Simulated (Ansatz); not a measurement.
Take SrO in the rock salt structure (space group Fm-3m, No. 225; a = 5.195 Å) as the base.

(Cell as relaxed with PBE.)

Levels (all Ansatz, a program for electronic structure, PAW): PBE (420 eV, without spin-orbit coupling); r2SCAN (500 eV, no SOC).

Each level relaxes its own structure.

```json
[
 {"base": "volume per atom", "PBE": "17.53 Å³", "r2SCAN": "17.17 Å³"},
 {"base": "lattice parameter a", "PBE": "5.195 Å", "r2SCAN": "5.160 Å"},
 {"base": "band gap", "PBE": "3.33 eV", "r2SCAN": "3.80 eV"}
]
```

Modification: cell and atoms relaxed at a pressure of 0.3 GPa.

```csv
quantity,PBE,r2SCAN
smallest direct gap,3.42 eV,3.88 eV
shift of the gap caused by the change,0.00 eV,0.00 eV
lattice parameter a,5.189 Å,5.154 Å
band gap,3.33 eV,3.80 eV
```

PBE's smallest direct gap lies 0.46 eV below r2SCAN's; PBE's lattice parameter a lies 0.035 Å above r2SCAN's (0.7 %); PBE's band gap lies 0.47 eV below r2SCAN's; the two agree on the shift of the gap caused by the change. Neither level is exact; r2SCAN is the comparison here, not a measurement.

Load acts through the strain it causes; cell and atoms are relaxed under it. No phonon test of stability was made.
